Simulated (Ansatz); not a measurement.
Start from P (space group I4_132, No. 214; a hypothetical phase, not in the database extracts checked; relaxed with 0.1 eV smearing).

```
CELL_PARAMETERS angstrom
     -3.05786     3.05786     3.05786
      3.05786    -3.05786     3.05786
      3.05786     3.05786    -3.05786
ATOMIC_POSITIONS crystal
  P  0.00000 0.25000 0.50000
  P  0.25000 0.50000 0.00000
  P  0.50000 0.00000 0.25000
  P  0.25000 0.25000 0.25000
```

Cartesian axes are those of the cell as printed.

The values are results of Ansatz (an electronic-structure program) PBE, no spin-orbit coupling, not measurements.

Perturbation: uniaxial strain ε_xx = −3.10 %, all other strain components held at zero; the atoms relax in the strained cell.

Q: Predict the stress tensor and what it implies for the stiffness.

A: Stress of the strained cell less that of the base (GPa, compression positive):
```
    1.2     0.0     0.0
    0.0     1.1     0.0
    0.0     0.0     1.1
```

Then −Δσ_ii/ε with ε = -0.0310 gives secant stiffness values (nonlinear terms included at this strain): C11 ≈ 38 GPa, C12 ≈ 35 GPa and C13 ≈ 35 GPa.

Stability against distortions was not tested.
